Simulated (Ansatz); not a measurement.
CsCl-type TmPd was calculated with r²SCAN in Ansatz (plane waves, PAW).

Run with plane-wave cutoff 500 eV, 16×16×16 k mesh, Fermi–Dirac smearing 0.1 eV, spin-polarised start, scalar-relativistic PAW data made under PBE.

Computed at the level's own relaxed cell.

Question: Give the computed volume per atom and lattice parameter a.

Answer: 
- volume per atom = 20.97 Å³/atom
- lattice parameter a = 3.474 Å

Note: the magnetic order was assumed, not searched for or taken from measurement; the 4f shell is treated without U or exact exchange, so its levels and filling can be wrong.

Spin–orbit coupling is not included.

Static lattice: no zero-point or thermal effects.

Ansatz is a first-principles code.
